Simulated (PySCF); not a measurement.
PySCF 2.14.0, HF/def2-svp, df: Ti(I)2(OH)2 ([OH][Ti]([OH])([I])[I]), 7 atoms. The geometry is a generated start, not checked to be a minimum at this level.

task: energy
method: hf
basis: def2-svp
two-electron scheme: density fitting
mol.max_memory: 3000 MB
mf.max_cycle: 100
mf.conv_tol: 1e-09 (default)
effective core potentials: those of the basis set, past Kr
basis functions: 121

```xyz
7

Ti     0.0919     0.0018     0.0300
I      2.3268    -0.5711    -1.2550
I      0.9135     0.7993     2.4070
O     -0.5069     1.3799    -0.7161
H     -0.9432     2.1023    -1.1707
O     -0.6645    -1.4673     0.3063
H     -1.2177    -2.2449     0.3986
```

Charge 0 and multiplicity 1 are set for this test and not shown to be the ground state.

With the defaults (mf.DIIS = CDIIS, mf.diis = true, mf.init_guess = minao, mf.damp = 0, mf.diis_start_cycle = 1, mf.diis_space = 8) it converges in 17 Fock builds. One run each on 2 threads, 1 BLAS thread, with these changes:
- mf.damp = 0.7, mf.diis_start_cycle = 8
- mf.init_guess = mod_huckel
- mf.DIIS = EDIIS
- mf.init_guess = atom
- mf.diis = false, mf.damp = 0.7, mf.diis_start_cycle = 999
- mf.DIIS = ADIIS
- mf.damp = 0.3, mf.diis_start_cycle = 4
- mf.diis_space = 20
- mf.diis = false

Question: Name the settings that don't reach the solution of the defaults.

Answer: No convergence: mf.DIIS = EDIIS; mf.diis = false (the run ends without SCF convergence in 100 cycles). The rest reach the solution of the defaults.

```
setting                                                    Fock builds             end
---------------------------------------------------------  -----------  --------------
mf.init_guess = atom                                                15   same solution
mf.damp = 0.3, mf.diis_start_cycle = 4                              16   same solution
the defaults                                                        17   same solution
mf.diis_space = 20                                                  17   same solution
mf.damp = 0.7, mf.diis_start_cycle = 8                              20   same solution
mf.DIIS = ADIIS                                                     27   same solution
mf.init_guess = mod_huckel                                          28   same solution
mf.diis = false, mf.damp = 0.7, mf.diis_start_cycle = 999           65   same solution
mf.DIIS = EDIIS                                                    101  no convergence
mf.diis = false                                                    101  no convergence
```
